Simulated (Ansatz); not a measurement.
# PbS (Cmcm, No. 63, 4 atoms in the cell; start mp-1018115; high-pressure phase)

Level of theory: r²SCAN in Ansatz (plane waves, PAW).

Run with plane-wave cutoff 560 eV, 8×8×8 k mesh, Fermi–Dirac smearing 0.01 eV, scalar-relativistic PAW data made under PBE.

Cell (relaxed at this level):

Space group Cmcm (No. 63); a = 4.1646 Å, b = 12.0017 Å, c = 4.2733 Å, α = β = γ = 90.00°

```
atom  site  symmetry       x       y       z
----  ----  --------  ------  ------  ------
Pb      4c       m2m  0.0000  0.1304  0.7500
S       4c       m2m  0.0000  0.6461  0.2500
```
(The calculation used a cell of 4 atoms; values per cell refer to that cell.)

| Quantity | Value |
|---|---|
| band gap | 1.38 eV |
| smallest direct gap on the k points sampled | 1.56 eV |
| Γ–Γ gap | 5.60 eV |

Note: the cell has widely spaced layers and the level no dispersion term, so their spacing and the moduli can rest on weak binding.

Spin–orbit coupling is not included; with these elements it can move the gap by several tenths of an eV or more.

The computed numbers hold no vibrational or temperature effects.

A start named mp-… is a Materials Project structure, which need not be a measured phase.

Ansatz is an electronic-structure program.
